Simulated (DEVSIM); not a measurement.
Device: Schottky contact on n-type Si, at 400 K.

```csv
layer (left to right),material,thickness (μm),Nd (cm⁻³),τn (s),τp (s)
1,Si,1.90,2.5e17,0.00084,0.00084
```

Left contact: Schottky, work function 4.85 eV, emission velocity 1.9e6 cm/s. Right contact: ohmic. Voltage is applied to the left contact. Recombination: SRH at mid-gap, Auger. Mobility is μmin + (μ − μmin)/(1 + (N/Nref)^α).

Constants are typed, rounded textbook-type inputs, not results; the design itself was drawn at random and stands for no fabricated device. Values at 300 K; Nc and Nv go as T^1.5, mobilities as T to minus their exponent, the gap by Varshni's rule with the affinity fixed.

| parameter | Si |
|---|---|
| gap (eV) | 1.124 |
| affinity (eV) | 4.05 |
| permittivity | 11.7 |
| Nc (cm⁻³) | 2.86e19 |
| Nv (cm⁻³) | 3.1e19 |
| μn (cm²/Vs) | 1417 |
| μp (cm²/Vs) | 470 |
| μn,min | 52 |
| μp,min | 45 |
| Nref,n | 9.7e16 |
| Nref,p | 2.2e17 |
| αn | 0.68 |
| αp | 0.72 |
| T exponent of μn | 2.3 |
| T exponent of μp | 2.2 |
| Cn (cm⁶/s) | 2.8e-31 |
| Cp (cm⁶/s) | 9.9e-32 |
| Varshni α (eV/K) | 0.000473 |
| Varshni β (K) | 636 |

DEVSIM, 1D drift-diffusion, Boltzmann statistics, complete ionisation; no tunnelling, impact ionisation, image-force lowering or self-heating. Metal contacts follow the ideal Schottky-Mott rule: no Fermi-level pinning, no interface dipoles.

Base results: dark forward voltage at 100 A/cm² (V) 0.397; potential step across the device at zero bias (V) 0.622; dark forward voltage at 1 A/cm² (V) 0.236; largest field in the device at zero bias (V/cm) 210000.

Question: What follows from this one change: thickness of layer 1 1.9 → 9.5 μm?

Answer: dark forward voltage at 100 A/cm² 0.397 → 0.404 V; potential step across the device at zero bias little changed (0.622 V); dark forward voltage at 1 A/cm² little changed (0.236 V); largest field in the device at zero bias little changed (210000 V/cm).

Question: What follows from this one change: doping Nd of layer 1 2.5e+17 → 7.5e+18 cm^-3?

Answer: dark forward voltage at 100 A/cm² little changed (0.394 V); potential step across the device at zero bias 0.622 → 0.739 V; dark forward voltage at 1 A/cm² little changed (0.235 V); largest field in the device at zero bias 210000 → 1200000 V/cm.

Question: What follows from this one change: metal work function 4.85 → 4.9 eV?

Answer: dark forward voltage at 100 A/cm² 0.397 → 0.447 V; potential step across the device at zero bias 0.622 → 0.672 V; dark forward voltage at 1 A/cm² 0.236 → 0.286 V; largest field in the device at zero bias little changed (220000 V/cm).

Question: What follows from this one change: metal work function 4.85 → 5.05 eV?

Answer: dark forward voltage at 100 A/cm² 0.397 → 0.591 V; potential step across the device at zero bias 0.622 → 0.822 V; dark forward voltage at 1 A/cm² 0.236 → 0.430 V; largest field in the device at zero bias 210000 → 280000 V/cm.

Question: What follows from this one change: temperature 400 → 450 K?

Answer: dark forward voltage at 100 A/cm² 0.397 → 0.340 V; potential step across the device at zero bias 0.622 → 0.593 V; dark forward voltage at 1 A/cm² 0.236 → 0.159 V; largest field in the device at zero bias little changed (210000 V/cm).
